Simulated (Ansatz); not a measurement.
Silicene (the free-standing sheet is a model) under +6 % biaxial strain

Level of theory: PBE (plane waves to 420 eV, PAW; Ansatz, an electronic-structure program).

Slab: 2 atoms; k 15x15x1, smearing 0.05 eV, dipole-corrected; all atoms relaxed; symmetry of the start imposed; no spin, no spin-orbit, no U.

The work function of the top face is 4.66 eV and the energy released by relaxation is 0.011 eV. The cost is very roughly 28 core-seconds.
